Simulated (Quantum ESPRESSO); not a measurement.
A self-consistent single point of Co4SnSb12 (Im-3, 17 atoms in the cell) with Quantum ESPRESSO.

Computed with LDA (PZ), PSlibrary ultrasoft (LDA) pseudopotentials (plane waves; Quantum ESPRESSO).

```
Co4SnSb12
1.0
   -4.59884     4.59884     4.59884
    4.59884    -4.59884     4.59884
    4.59884     4.59884    -4.59884
Co Sn Sb
4 1 12
Cartesian
 -2.29942   2.29942   2.29942
  2.29942  -2.29942   2.29942
  2.29942   2.29942   2.29942
  2.29942   2.29942  -2.29942
  0.00000   0.00000   0.00000
 -1.54953   4.59884   3.12997
  6.14838   0.00000   1.46887
  1.54953   4.59884   3.12997
  3.04931   0.00000   1.46887
  3.12997  -1.54953   4.59884
  1.46887   6.14838   0.00000
  3.12997   1.54953   4.59885
  1.46887   3.04931   0.00000
  4.59884   3.12997  -1.54953
  0.00000   1.46887   6.14838
  4.59884   3.12997   1.54953
  0.00000   1.46887   3.04931
```

Reference input (self-consistent single point, DFT, LDA (PZ), plane waves, PSlibrary ultrasoft (LDA) pseudopotentials): ecutwfc = 55 Ry; ecutrho = 330 Ry; occupations = smearing; smearing = gaussian; degauss = 0.0073499 Ry; K_POINTS = automatic 4 4 4 0 0 0; conv_thr = 1e-10 Ry. This run's input differs from it in these lines:

```diff
@@ -11,4 +11,4 @@
    ntyp = 3,
-   ecutwfc = 55,
-   ecutrho = 330,
+   ecutwfc = 33,
+   ecutrho = 198,
    occupations = 'smearing',
```

Log, with long lists cut:

```
     Self-consistent Calculation

     iteration #  1     ecut=    33.00 Ry     beta= 0.70

     total energy              =    -697.93564974 Ry
     estimated scf accuracy    <      10.62210198 Ry

     iteration #  2     ecut=    33.00 Ry     beta= 0.70

     total energy              =    -698.99287148 Ry
     estimated scf accuracy    <     194.87921117 Ry

     iteration #  3     ecut=    33.00 Ry     beta= 0.70

     total energy              =    -705.98926325 Ry
     estimated scf accuracy    <      11.18630038 Ry

   [... 20 blocks of this kind left out ...]

     iteration # 24     ecut=    33.00 Ry     beta= 0.70

     total energy              =    -706.12713333 Ry
     estimated scf accuracy    <          1.1E-09 Ry

     iteration # 25     ecut=    33.00 Ry     beta= 0.70
     End of self-consistent calculation

     the Fermi energy is     8.4274 ev

!    total energy              =    -706.12713333 Ry
     estimated scf accuracy    <          1.6E-12 Ry
     smearing contrib. (-TS)   =      -0.00308938 Ry
     internal energy E=F+TS    =    -706.12404395 Ry

     convergence has been achieved in  25 iterations

     Forces acting on atoms (cartesian axes, Ry/au):

     atom    1 type  1   force =     0.00000000    0.00000000    0.00000000
     atom    2 type  1   force =     0.00000000   -0.00000000    0.00000000
     atom    3 type  1   force =     0.00000000   -0.00000000    0.00000000
     atom    4 type  1   force =    -0.00000000    0.00000000   -0.00000000
     atom    5 type  2   force =     0.00000000    0.00000000    0.00000000
   [... lines left out ...]

     Total force =     0.011168     Total SCF correction =     0.000001

          total   stress  (Ry/bohr**3)                   (kbar)     P=     -163.99
  -0.00111477  -0.00000000   0.00000000         -163.99       -0.00        0.00
  -0.00000000  -0.00111477  -0.00000000           -0.00     -163.99       -0.00
   0.00000000  -0.00000000  -0.00111477            0.00       -0.00     -163.99

   JOB DONE.
```

The run converged in 25 iterations. Against the reference run the free energy rises by 219 meV/atom, the pressure goes from -6.21 to -16.40 GPa and the largest force hardly changes (0.084 to 0.083 eV/Å). The full log also holds: “c_bands:  2 eigenvalues not converged”.

The starting cell comes from a database of computed structures (which also holds hypothetical and non-ambient phases and stackings), without a prior relaxation at this level. Spin-orbit coupling is off. Spin polarisation is off.

Cost on one core of a shared machine: roughly 9 min.
